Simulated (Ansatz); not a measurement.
## OH on the 1x1 (0001) surface of corundum (cut with top plane Al), one in a 1x1 cell, started at the site 'over Al at depth 1.0 Å'

Host crystal: corundum, with a band gap (PBE, scalar-relativistic without spin-orbit coupling).

Level of theory: HSE06, at the PBE geometry and the start's symmetry (plane waves to 420 eV, PAW; Ansatz, a program for electronic structure).

Slab: 22 atoms, 6.7 Å thick at the start under the adsorbate (thin: gaps and levels are the slab's own); k 4x4x1, smearing 0.01 eV, dipole-corrected; single point; no symmetry held, on the structure that PBE left; spin-polarised, ending with about 1.0 μB a cell; orders that need a larger cell were not tried, no spin-orbit, no U, no dispersion correction. The program's check for a lower electronic state was not made. It is one chosen start, not shown to be the lowest state of the adsorbate.

The adsorption energy against H2O(g) − ½ H2(g) at the same level is 1.72 eV and the gap of the slab on its k-mesh comes out as 0.42 eV. The highest filled level below the top vacuum level is 8.02 eV. The change of the step from the bottom to the top vacuum level, against the clean slab comes out as 0.56 eV, the height of the binding atom over the mean of the host atoms within 0.3 Å of the top one is 1.744 Å and the magnetic moment of the cell comes out as 1.00 μB. The nearest host atoms of the binding atom comes out as Al at 1.74 Å, O at 2.93 Å, O at 2.94 Å and the note comes out as in the relaxation the adsorbate left its starting site by 2.7 Å.

A negative adsorption energy means that the adsorbate is more stable on the surface than in its reference.
